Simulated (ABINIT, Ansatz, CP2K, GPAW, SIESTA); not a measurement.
# PbSe (Fm-3m, 2 atoms in the cell) computed with different codes at matched settings

Band-structure calculation.

```xyz
2
Lattice="0.0000 3.1360 3.1360 3.1360 0.0000 3.1360 3.1360 3.1360 0.0000" Properties=species:S:1:pos:R:3 pbc="T T T"
Pb     0.0000     0.0000     0.0000
Se     3.1360     3.1360     3.1360
```

Shared settings, as Ansatz (a program for electronic structure) writes them: kpoints.mp_grid.grid = 5 5 5; scf.occupations.method = fermi_dirac; scf.occupations.width = 0.02 eV. Potentials and cutoffs stand in the table.

| code | model | gap along the path (eV) | smallest direct gap (eV) | cutoff |
|---|---|---|---|---|
| CP2K | PBE, GPW, DZVP-MOLOPT-SR-GTH basis, GTH-PBE potentials (GTH_POTENTIALS) | 0.52 | 0.52 | grid 400 Ry |
| ABINIT | PBE, norm-conserving pseudopotentials (PseudoDojo nc-sr-05 PBE standard) | 0.51 | 0.51 | 43 Ha |
| Ansatz | PBE, default PAW files | 0.51 | 0.51 | 420 eV |
| GPAW | PBE, GPAW PAW datasets PBE (gpaw-data 1.0.1) | 0.47 | 0.47 | 550 eV |
| SIESTA | GGA PBE, numerical atomic orbitals DZP, PseudoDojo PBE standard norm-conserving potentials (rewritten from UPF to PSML) | 0.64 | 0.64 | grid 400 Ry |

On Ansatz's run: spin-orbit coupling is off.

The spread over the programs that give each value: gap along the path within 0.17 eV; smallest direct gap within 0.17 eV.

CP2K and SIESTA use small atom-centred bases, whose incompleteness enters pressures, forces and empty levels differently from a plane-wave cutoff.

The starting cell comes from a database of computed structures (which also holds hypothetical and non-ambient phases and stackings), without a prior relaxation at this level. Its lattice was rescaled by a random factor within 2.5 % of one.

Left out of this page: Quantum ESPRESSO and Elk (not drawn, or without a comparable value); FLEUR (with a known weakness of the program).

Keys are those of Ansatz 0.2.
